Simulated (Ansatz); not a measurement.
A computed series for CdS: response to strain

Start from CdS in the zinc blende structure (space group F-43m, No. 216; a = 5.824 Å). Axes: x, y, z lie along the cube axes.

Strains are applied to the cell and any free atomic positions relax.

Level of theory: Kohn–Sham DFT with the PBEsol functional, run in Ansatz (a quantum-chemistry and plane-wave program) with PAW and 420 eV plane waves, no spin-orbit coupling.

Notes on the quantities. energy relative to the base: free energy F.

| variant | band gap | energy relative to the base | volume per atom |
|---|---|---|---|
| base | 1.01 eV | 0 meV/atom | 24.70 Å³ |
| tensor shear ε_xy = +1.14 % | 0.96 eV | +1.1 meV/atom | 24.69 Å³ |
| tensor shear ε_xy = +1.43 % | 0.95 eV | +1.7 meV/atom | 24.69 Å³ |
| tensor shear ε_xy = +0.29 % | 1.00 eV | +0.1 meV/atom | 24.70 Å³ |
| tensor shear ε_xy = +1.71 % | 0.94 eV | +2.4 meV/atom | 24.69 Å³ |
| tensor shear ε_xy = +0.57 % | 0.99 eV | +0.3 meV/atom | 24.70 Å³ |
| tensor shear ε_xy = +2.00 % | 0.92 eV | +3.2 meV/atom | 24.69 Å³ |
| tensor shear ε_xy = +0.86 % | 0.98 eV | +0.6 meV/atom | 24.69 Å³ |

Whether these cells are dynamically stable was not tested.
